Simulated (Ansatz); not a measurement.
## How far PBE and PBEsol part for AlN, biaxial strain +4.19 %, plane normal [001], relaxed out of plane

Base system: AlN in the wurtzite structure (space group P6_3mc, No. 186; a = 3.130 Å, c = 5.018 Å). Axes: x lies along a and z along c of the hexagonal cell.

(Cell as relaxed with PBE.)

Levels (all Ansatz, a program for electronic structure, PAW): PBE (420 eV, no SOC); PBEsol (420 eV, scalar-relativistic without spin-orbit coupling).

Each level relaxes its own structure.

```
base                      PBE    PBEsol
-------------------  --------  --------
volume per atom      10.65 Å³  10.46 Å³
lattice parameter a   3.130 Å   3.114 Å
band gap              4.03 eV   4.09 eV
```

Modification: tensile biaxial strain of 4.19 % in the plane normal to [001], as in epitaxy on a mismatched substrate; the out-of-plane cell vector and the atoms relax.

| quantity | PBE | PBEsol |
|---|---|---|
| ratio −ε⊥/ε∥ | 0.63 | 0.71 |
| shortest interatomic distance | 1.922 Å | 1.914 Å |

PBE's ratio −ε⊥/ε∥ lies 0.08 below PBEsol's; PBE's shortest interatomic distance lies 0.0089 Å above PBEsol's (0.5 %). Neither level is exact; PBEsol is the comparison here, not a measurement.

Stability against distortions was not tested.
